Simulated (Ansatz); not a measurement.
Consider Al2Pt (space group Fm-3m, No. 225; a = 5.947 Å; relaxed with 0.1 eV smearing). Axes: x, y, z lie along the cube axes.

Calculations: DFT with PBE, PAW potentials and a 420 eV plane-wave cutoff in Ansatz (a program for electronic structure), no spin-orbit coupling.

The change: an isotropic linear strain of −3.00 %; the atoms relax in the strained cell.

**Question.** Predict the stress tensor and what it implies for the stiffness.

**Answer.** Stress of the strained cell less that of the base (GPa, compression positive):
```
   14.5     0.0     0.0
    0.0    14.5     0.0
    0.0     0.0    14.5
```

Then B = −ΔP/(ΔV/V₀) with ΔV/V₀ = -0.0873 gives secant stiffness values (nonlinear terms included at this strain): B ≈ 166 GPa.

As a check, the harmonic strain energy −½ V₀ Δσ:ε is 71 meV/atom; the computed energy rise is 64 meV/atom.

No phonon test of stability was made. All final runs are without spin polarisation.
